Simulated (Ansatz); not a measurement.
```
C
1.0
    0.00000     1.76234     1.76234
    1.76234     0.00000     1.76234
    1.76234     1.76234     0.00000
C
2
Direct
  0.00000   0.00000   0.00000
  0.25000   0.25000   0.25000
```

No spin polarisation.

All numbers come from DFT with r2SCAN, PAW potentials and a 500 eV plane-wave cutoff in Ansatz (a quantum-chemistry and plane-wave program), no spin-orbit coupling. Settings: 16×16×16 k-points, 0.05 eV Fermi–Dirac smearing.

Task: Predict the hole mass, band gap and pressure.

Result: 
- Hole mass (degenerate bands, along [100]): 0.27, 0.27, 0.48 mₑ (at Γ)
- Band gap: 4.44 eV
- Pressure: 143.6 kbar

The cells carry an imposed strain or load. Masses are band curvatures over ±0.01 Å⁻¹ around the edge. Stability against distortions was not tested. The cell was made from C in the diamond structure (space group Fd-3m, No. 227) by this change: isotropic strain −1.00 %.
